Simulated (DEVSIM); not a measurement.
## Schottky contact on n-type GaP

System: Schottky contact on n-type GaP, at 300 K.

| layer (left to right) | material | thickness (μm) | Nd (cm⁻³) | τn (s) | τp (s) |
|---|---|---|---|---|---|
| 1 | GaP | 1.00 | 2.3e15 | 2.5e-6 | 2.5e-6 |

Left contact: Schottky, work function 5.54 eV, emission velocity 1.2e7 cm/s. Right contact: ohmic. Voltage is applied to the left contact. Recombination: SRH at mid-gap. Mobility is constant in doping.

Constants are typed, rounded textbook-type inputs, not results; the design itself was drawn at random and stands for no fabricated device. Values at 300 K.

| parameter | GaP |
|---|---|
| gap (eV) | 2.26 |
| affinity (eV) | 3.8 |
| permittivity | 11.1 |
| Nc (cm⁻³) | 1.8e19 |
| Nv (cm⁻³) | 1.9e19 |
| μn (cm²/Vs) | 250 |
| μp (cm²/Vs) | 150 |

Model (solved in DEVSIM): 1D drift-diffusion, Boltzmann statistics, complete ionisation; no tunnelling, impact ionisation, image-force lowering or self-heating. Metal contacts follow the ideal Schottky-Mott rule: no Fermi-level pinning, no interface dipoles.

```yaml
potential_step_across_the_device_at_zero_bias: 1.508 V
largest_field_in_the_device_at_zero_bias: 33000 V/cm
Dark forward voltage at 1 A/cm²: 1.340 V
Dark forward voltage at 100 A/cm²: 1.583 V
```

Dark forward current:

(V (V), J (A/cm²)): (0.50, 2.2e-14); (0.60, 8.7e-13); (0.75, 2.6e-10); (0.85, 1.2e-8); (0.95, 5.3e-7); (1.10, 0.00016); (1.20, 0.0066); (1.30, 0.25); (1.40, 6.6); (1.55, 77); (1.65, 150); (1.75, 240); (1.90, 370); (2.00, 460)

Small-signal capacitance in reverse bias (quasi-static):

| V (V) | C (nF/cm²) |
|---|---|
| -0.4 | 10.2 |
| -1 | 9.90 |
| -2 | 9.84 |
| -3 | 9.83 |
| -4 | 9.83 |
| -6 | 9.83 |
| -8 | 9.83 |
| -10 | 9.83 |
| -13 | 9.83 |
| -16 | 9.83 |
| -20 | 9.83 |
